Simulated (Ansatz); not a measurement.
Take BN in the h-BN type structure (space group P6_3/mmc, No. 194; a = 2.506 Å, c = 6.616 Å; layered, stacked along the Cartesian z axis) as the base.

Method: Ansatz (a first-principles code) PBE-D3(BJ), no spin-orbit coupling, earlier PAW set.

One change was made to it. Results:

The width of the top valence band rises by 0.02 eV (3.22 eV → 3.24 eV); the smallest direct gap drops by 0.04 eV, from 4.64 eV to 4.60 eV; the band gap decreases by 0.05 eV, from 4.24 eV to 4.19 eV; the c/a ratio decreases by 0.067 (2.640 → 2.573).

### Question
Which change produced these results?
(A) pressure 4.5 GPa
(B) pressure 9 GPa
(C) pressure 30 GPa
(D) pressure 0.9 GPa

### Answer
D, pressure 0.9 GPa. For comparison, the band gap in the other runs: pressure 9 GPa gives 4.03 eV; pressure 4.5 GPa gives 4.09 eV; pressure 30 GPa gives 3.86 eV.

From pressure 30 GPa on, the axis ratios lie over 15 % from the base's, so the cell there is far from its starting form. Load acts through the strain it causes; cell and atoms are relaxed under it. Whether these cells are dynamically stable was not tested. Competing high-pressure phases were not computed.
